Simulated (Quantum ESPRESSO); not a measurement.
Quantum ESPRESSO 7.5, DFT, PBE, plane waves, PseudoDojo 0.5 standard norm-conserving PBE (local tails restored to the Coulomb form): zinc-blende GaP, 2 atoms. Basis and mesh were picked for this test and aren't claimed converged.

| Property | Result |
|---|---|
| cell | 3.85, 3.85, 3.85 Å; 60, 60, 60° |
| task | phonons by DFPT |
| k mesh | 8×8×8 |
| ecutwfc | 80 Ry |
| ecutrho | 320 Ry |
| occupations | fixed |
| conv_thr | 1e-12 Ry |
| tprnfor | true |
| tstress | false |
| tr2_ph | 1e-14 |
| q | [0, 0, 0] 2π/alat, Cartesian |
| k-point pools (-nk) | 16 |
| k-points computed | 29 |

Hardware: Intel Xeon 6 (Granite Rapids), 96 cores on 1 socket, 2 hardware threads a core, 3 L3 cache groups, 3 NUMA nodes.

Each time is the median wall time of two to five repeats, run one at a time on the otherwise empty machine; start-up is included. Unless noted, each process is bound to its own block of adjacent cores. The build: conda-forge: Open MPI 5.0, OpenMP, OpenBLAS 0.3.34 (pthreads), FFTW, ScaLAPACK, ELPA; another build can shift the numbers. Scratch files lie in a memory file system. A preparatory run goes ahead and isn't timed.

Started as
```bash
# ahead of the timed run: OMP_NUM_THREADS=1 mpirun -np 16 pw.x -nk 16 -in first.in
OMP_NUM_THREADS=1 mpirun -np 16 ph.x -nk 16 -in ph.in
```
(16 ranks, alpha_mix(1) = 0.7 (default)) it takes 17 s and 13 response iterations (all representations).

Estimate the wall time with alpha_mix(1) = 0.2.

About 20 s (2 runs within 1 %): 1.2× as long. The largest move is in solving the linear systems (cgsolve): 11 s to 13 s. Response iterations (all representations) go from 13 to 16. Change in the result: frequencies (largest shift) 0.21 cm⁻¹, the acoustic modes at q = 0 (no sum rule applied; largest shift) 11 cm⁻¹.
